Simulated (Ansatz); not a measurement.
TaC (model structure, started from the NiAs type, P6₃/mmc, No. 194, 4 atoms in the cell): lattice constant a by level of theory

No measured value is used here.

| level (code) | value (Å) |
|---|---|
| PBE (Ansatz) | 3.133 |
| PBEsol (Ansatz) | [?] |
| PBE-D3(BJ) (Ansatz) | 3.109 |

Task: What belongs in the gaps?

Result: 
- PBEsol (Ansatz, an electronic-structure program), value (Å): 3.106

Density-functional levels without +SOC have no spin–orbit coupling. Ansatz's density-functional and Hartree–Fock values are scalar-relativistic unless marked +SOC, with PAW data made under PBE.

A model structure was made by putting elements into a prototype or built by hand; it is no filed structure, need not be a known phase, and can be a saddle point held by its symmetry.
